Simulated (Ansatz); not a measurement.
Take PbS in the rock salt structure (space group Fm-3m, No. 225; a = 5.903 Å) as the base. Axes: x, y, z lie along the cube axes.

Structures relaxed with Ansatz (a first-principles code) PBEsol, no spin-orbit coupling.

Base:

Simulated powder pattern, Cu Kα1, λ = 1.54056 Å (kinematic, ideal powder, no thermal factors, no anomalous dispersion; the 14 strongest lines at most, above 2 %, up to 2θ = 90°):

| 2θ (°) | I/Imax (%) | hkl |
|---|---|---|
| 26.13 | 97 | (111) |
| 30.26 | 100 | (200) |
| 43.32 | 75 | (220) |
| 51.29 | 51 | (311) |
| 53.75 | 27 | (222) |
| 62.93 | 13 | (400) |
| 69.34 | 21 | (331) |
| 71.41 | 35 | (420) |
| 79.48 | 27 | (422) |
| 85.39 | 17 | (511) |

Modification: biaxial strain −1.50 %, plane normal [001], relaxed out of plane (Cartesian); in-plane vectors clamped, the third vector and the atoms free.

After the change:

Simulated powder pattern, Cu Kα1, λ = 1.54056 Å (kinematic, ideal powder, no thermal factors, no anomalous dispersion; the 14 strongest lines at most, above 2 %, up to 2θ = 90°):

```tsv
2θ (°)	d (Å)	I/Imax (%)	hkl
26.37	3.377	100	(111)
30.16	2.961	35	(002)
30.73	2.907	68	(200)
43.60	2.074	52	(202)
44.01	2.056	25	(220)
51.30	1.779	18	(113)
52.04	1.756	34	(311)
54.28	1.689	28	(222)
69.86	1.345	15	(313)
71.45	1.319	12	(204)
72.36	1.305	12	(402)
72.67	1.300	12	(420)
79.76	1.201	9.3	(224)
80.64	1.190	18	(422)
```

The indices refer to the base's conventional cell; one index is shown for lines that coincide. The space group is now I4/mmm (No. 139).

Whether these cells are dynamically stable was not tested.
